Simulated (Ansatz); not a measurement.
Start from SrO in the rock salt structure (space group Fm-3m, No. 225; a = 5.1224 Å).

The values are results of PBEsol (Ansatz, a first-principles code; PAW; 420 eV plane waves; no spin-orbit coupling), not measurements.

Strains are applied to the cell and any free atomic positions relax.

One change was made to it. Results:

| quantity | base | after |
|---|---|---|
| gap character | indirect, Γ → X | direct at X |
| band gap | 3.20 eV | 3.10 eV |
| electron mass | 1.2 mₑ along k, 0.39 mₑ across (at X) | 1.2 mₑ along k, 0.37 mₑ across (at X) |
| energy relative to the base (free energy F) | 0 meV/atom | +44 meV/atom |

Which change produced these results?
A. isotropic strain +1.50 %
B. isotropic strain −0.50 %
C. isotropic strain −3.00 %
D. isotropic strain +2.50 %

C, isotropic strain −3.00 %. For comparison, the band gap in the other runs: isotropic strain +1.50 % gives 3.22 eV; isotropic strain −0.50 % gives 3.19 eV; isotropic strain +2.50 % gives 3.23 eV.

Masses are band curvatures over ±0.01 Å⁻¹ around the edge. Along k means along the line from Γ to the band edge. No phonon test of stability was made.
